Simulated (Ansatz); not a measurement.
W: W → Ge

The parent structure is W in the bcc (W type) structure (space group Im-3m, No. 229; a = 3.1698 Å).

It is then changed as follows: full substitution W → Ge, then cell and atoms are relaxed.

Level of theory: r2SCAN, PAW, 500 eV (Ansatz, a first-principles code; spin-orbit coupling left out), earlier PAW set. Γ-centred 20×20×20 mesh, Fermi–Dirac width 0.05 eV, for the changed cell.

```yaml
volume_per_atom: 18.62 Å³ (base 15.93 Å³)
density: 6.48 g/cm³ (base 19.17 g/cm³)
lattice_parameter_a: 3.339 Å (base 3.170 Å)
space_group: Im-3m (No. 229) (base Im-3m (No. 229))
shortest_interatomic_distance: 2.892 Å (base 2.745 Å)
band_gap: zero (base zero)
```

Final structure:

```yaml
crystal:
  lattice:
    - [-1.66956, 1.66956, 1.66956]
    - [1.66956, -1.66956, 1.66956]
    - [1.66956, 1.66956, -1.66956]
  atoms:
    - { symbol: Ge, position: [0.00000, 0.00000, 0.00000] }
```

Cost of the whole job for the changed cell (relaxation, final SCF and bands): very roughly 29 core-seconds.

No phonon test of stability was made. For Ge in this form, whether it has been made was not checked. All final runs are without spin polarisation. This is not the structure that Ge has at room temperature and ambient pressure.
